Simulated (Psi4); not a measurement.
Psi4 1.11, unrestricted PBE/def2-svp: tert-butyl chloride anion (CC(C)(C)Cl), charge -1, multiplicity 2, 14 atoms. The geometry is a generated start, not checked to be a minimum at this level.

```json
{
  "task": "energy",
  "method": "pbe",
  "basis": "def2-svp",
  "memory": "3 GB",
  "maxiter": "100",
  "keys_of_the_molecule_block": "symmetry c1",
  "scf_type": "df (default)",
  "e_convergence": "1e-06 (default)",
  "d_convergence": "1e-06 (default)",
  "dft_radial_points": "75 (default)",
  "dft_spherical_points": "302 (default)",
  "basis_functions": "119",
  "grid_points": "295213"
}
```

```xyz
14

C     -0.2869     1.4284    -0.0095
C      0.0295    -0.0199     0.3352
C      1.3583    -0.4578    -0.2662
C     -1.1022    -0.9489    -0.0801
Cl     0.1869    -0.1272     2.1326
H     -0.4020     1.5306    -1.0870
H     -1.2096     1.7440     0.4719
H      0.5159     2.0846     0.3189
H      2.1642     0.1894     0.0724
H      1.5913    -1.4797     0.0229
H      1.3019    -0.4066    -1.3519
H     -1.2151    -0.9281    -1.1622
H     -2.0399    -0.6379     0.3752
H     -0.8925    -1.9710     0.2278
```

Charge -1 and multiplicity 2 are set for this test and not shown to be the ground state.

With the defaults (diis = true, scf_initial_accelerator = adiis, damping_percentage = 0, soscf = false, level_shift = 0, level_shift_cutoff = 0.01, guess = auto, which took SAD, diis_max_vecs = 10) it converges in 12 SCF iterations. One run each on 2 threads, with these changes:
- scf_initial_accelerator = ediis
- soscf = true
- guess = sapgau
- guess = modhuckel
- guess = sap
- level_shift = 0.1, level_shift_cutoff = 0.001
- diis = false, scf_initial_accelerator = none, damping_percentage = 60
- guess = sadno
- diis_max_vecs = 6

Which runs fail or end elsewhere than the default run?

No convergence: diis = false, scf_initial_accelerator = none, damping_percentage = 60 (the run ends without SCF convergence in 100 iterations). The rest reach the solution of the defaults.

```tsv
setting	SCF iterations	JK calls	end
the defaults	12	13	same solution
soscf = true	12	43	same solution
diis_max_vecs = 6	12	13	same solution
scf_initial_accelerator = ediis	12	13	same solution
level_shift = 0.1, level_shift_cutoff = 0.001	13	14	same solution
guess = sadno	13	13	same solution
guess = modhuckel	13	29	same solution
guess = sapgau	13	13	same solution
guess = sap	15	15	same solution
diis = false, scf_initial_accelerator = none, damping_percentage = 60	100	101	no convergence
```

An SOSCF iteration holds several JK calls; a Hückel guess adds calls on atoms. 1 further run of the study ended by our limits or in an error and is left out.
